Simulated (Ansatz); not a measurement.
Take BAs in the wurtzite structure (space group P6_3mc, No. 186; a = 3.3544 Å, c = 5.5538 Å; a cell from a computed database, its experimental status unchecked) as the base.

Levels (all Ansatz, a program for electronic structure, PAW): PBEsol (420 eV, scalar-relativistic without spin-orbit coupling); r2SCAN (500 eV, spin-orbit coupling left out); HSE06 (420 eV, spin-orbit coupling left out).

At the geometry relaxed with PBEsol, these levels gave the following band gaps, in shuffled order: (a) 1.76 eV, (b) 1.02 eV, (c) 1.31 eV.

### Question
Match each gap to its level.

### Answer
(a) HSE06; (b) PBEsol; (c) r2SCAN.

Single points use the geometry relaxed with PBEsol. HSE06 gaps are upper bounds (no full band path). Stability against distortions was not tested. This is not the structure that BAs has at room temperature and ambient pressure.
